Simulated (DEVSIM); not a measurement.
Structure: double heterostructure, In0.53Ga0.47As between p- and n-type In0.52Al0.48As, at 400 K.

Layer 1 from the left is In0.52Al0.48As, thickness (μm) 0.550, Nd (cm⁻³) 2.9e17, τn (s) 7.7e-10, τp (s) 7.7e-10. Layer 2 from the left is In0.53Ga0.47As, thickness (μm) 0.600, Na (cm⁻³) 1.9e15, τn (s) 7.7e-10, τp (s) 7.7e-10. Layer 3 from the left is In0.52Al0.48As, thickness (μm) 0.310, Na (cm⁻³) 2.6e17, τn (s) 7.7e-10, τp (s) 7.7e-10.

Left contact: ohmic. Right contact: ohmic. Voltage is applied to the left contact. Recombination: SRH at mid-gap, radiative. Mobility is μmin + (μ − μmin)/(1 + (N/Nref)^α).

The device is made up for the run: typed textbook-type constants, with dimensions and the other settings drawn at random. Values at 300 K; Nc and Nv go as T^1.5, mobilities as T to minus their exponent, the gap by Varshni's rule with the affinity fixed.

In0.52Al0.48As: gap (eV) 1.45, affinity (eV) 4, permittivity 12.5, Nc (cm⁻³) 5.1e17, Nv (cm⁻³) 1.1e19, μn (cm²/Vs) 4000, μp (cm²/Vs) 75, μn,min 800, μp,min 10, Nref,n 3e16, Nref,p 1e17, αn 1.1, αp 0.6, T exponent of μn 1.5, T exponent of μp 1.5, B (cm³/s) 1e-10, Varshni α (eV/K) 0.00042, Varshni β (K) 180. In0.53Ga0.47As: gap (eV) 0.74, affinity (eV) 4.51, permittivity 13.9, Nc (cm⁻³) 2.1e17, Nv (cm⁻³) 7.7e18, μn (cm²/Vs) 12000, μp (cm²/Vs) 300, μn,min 300, μp,min 10, Nref,n 1.3e17, Nref,p 4.9e17, αn 0.48, αp 0.4, T exponent of μn 1.6, T exponent of μp 1.6, B (cm³/s) 9.6e-11, Varshni α (eV/K) 0.00035, Varshni β (K) 190.

Model (solved in DEVSIM): 1D drift-diffusion, Boltzmann statistics, complete ionisation; no tunnelling, impact ionisation, image-force lowering or self-heating. Band offsets follow the typed affinities; no thermionic-emission limit at abrupt steps, no polarisation charge.

Q: What does the simulation give for the dark forward voltage at 1 A/cm², the dark forward voltage at 100 A/cm²?

A: dark forward voltage at 1 A/cm² 0.132 V; dark forward voltage at 100 A/cm² 0.429 V.
